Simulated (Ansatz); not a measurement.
Results of G0W0@PBEsol in Ansatz (hard PAW, contour deformation) for AlSiCN (P3m1, No. 156, 4 atoms in the cell; start mp-1227998).

The cell is the one relaxed with PBEsol. Conventional cell: a = 3.0941 Å, b = 3.0941 Å, c = 5.0267 Å, α = 90.00°, β = 90.00°, γ = 120.00°.

One run with a 12×12×4 mesh, response cutoff 100 eV and 174 empty bands, not extrapolated in mesh or basis; no spin–orbit coupling.

Highest filled and lowest empty level by k point (fractions of the reciprocal vectors of the cell (3.094 0.000 -0.000) (-1.547 2.680 0.000) (-0.000 0.000 5.027) Å; eV from the valence maximum of each method):

```
k                  PBEsol filled  PBEsol empty  QP filled  QP empty
-----------------  -------------  ------------  ---------  --------
0 0 0                       0.00          4.11       0.00      5.35
0 0.167 -0.5               -0.66          5.82        [?]       [?]
0.0833 0.25 -0.5           -1.61          4.96      -1.75      6.16
0.0833 0.417 -0.5          -1.02          3.73      -1.15      4.88
0.167 0.167 0              -0.93          5.91      -1.02      7.15
0.167 0.25 -0.25           -1.05          4.77      -1.16      5.96
0.167 0.333 -0.25          -1.22          4.22      -1.35      5.39
0.25 0.333 0.25            -1.25          4.35        [?]       [?]
```

**Question.** Estimate the withheld levels to about 0.1 eV.

**Answer.** 
- 0 0.167 -0.5, QP filled: -0.73
- 0 0.167 -0.5, QP empty: 7.07
- 0.25 0.333 0.25, QP filled: -1.40
- 0.25 0.333 0.25, QP empty: 5.50

A start named mp-… is a Materials Project structure, which need not be a measured phase.

Ansatz is a first-principles code.
